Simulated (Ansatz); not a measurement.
## Effect of biaxial strain −0.96 %, plane normal [001], relaxed out of plane on Sr3SbN

Start from Sr3SbN in the anti-perovskite structure (space group Pm-3m, No. 221; a = 5.1315 Å; a cell from a computed database, its experimental status unchecked). Axes: x, y, z lie along the cube axes.

It is then changed as follows: biaxial strain −0.96 %, plane normal [001], relaxed out of plane (Cartesian); in-plane vectors clamped, the third vector and the atoms free.

Level of theory: Ansatz (a quantum-chemistry and plane-wave program) PBEsol, spin-orbit coupling left out. Γ-centred 7×7×7 mesh, Fermi–Dirac width 0.05 eV.

```csv
quantity,base,changed,shift
shortest interatomic distance,2.566 Å,2.541 Å,-0.025 Å
energy relative to the base (free energy F),0 meV/atom,+1.9 meV/atom,+1.9 meV/atom
"pressure (mean of the normal stresses, compression positive)",0.00 GPa,0.82 GPa,+0.827 GPa
band gap,0.18 eV,0.10 eV,-0.08 eV
gap character,direct at Γ,direct at Γ,–
"valence-band top at Γ (three highest levels, from the VBM)","0.00, 0.00, 0.00 eV","0.00, 0.00, -0.07 eV",–
out-of-plane strain,–,+0.36 %,–
ratio −ε⊥/ε∥,–,0.38,–
mean in-plane stress (compression positive),–,+1.2 GPa,–
```

Final structure (turned so that z lies along the plane normal):

```
CELL_PARAMETERS angstrom
      5.08222     0.00000     0.00000
      0.00000     5.08222     0.00000
      0.00000     0.00000     5.15002
ATOMIC_POSITIONS crystal
  Sr 0.00000 0.50000 0.50000
  Sr 0.50000 0.00000 0.50000
  Sr 0.50000 0.50000 0.00000
  Sb 0.00000 0.00000 0.00000
  N  0.50000 0.50000 0.50000
```

With Sb present, leaving out spin-orbit coupling can change the band edges. Whether these cells are dynamically stable was not tested. A zero or small gap of Sr3SbN can be the functional's error rather than a property of the material. k-point labels follow each cell's own Brillouin zone.
